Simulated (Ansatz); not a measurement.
Base system: AgI in the zinc blende structure (space group F-43m, No. 216; a = 6.450 Å). Axes: x, y, z lie along the cube axes.

Computed with PBEsol, PAW, 420 eV (Ansatz, a program for electronic structure; without spin-orbit coupling).

For the base:

Electron mass: 0.15 mₑ (at Γ)

One thing is altered: tensile biaxial strain of 0.76 % in the plane normal to [111], as in epitaxy on a mismatched substrate; the out-of-plane cell vector and the atoms relax.

**Question.** What happens to the electron mass?

**Answer.** The electron mass goes from 0.15 mₑ (at Γ) to 0.16 mₑ out of plane, 0.15 mₑ in plane (at Γ).

**Question.** How does this affect the energy relative to the base?

**Answer.** The energy rises by 0.5 meV/atom.

With I present, leaving out spin-orbit coupling can change the band edges. The levels and masses belong to the bands next to the band gap. Masses are band curvatures over ±0.01 Å⁻¹ around the edge. Whether these cells are dynamically stable was not tested.
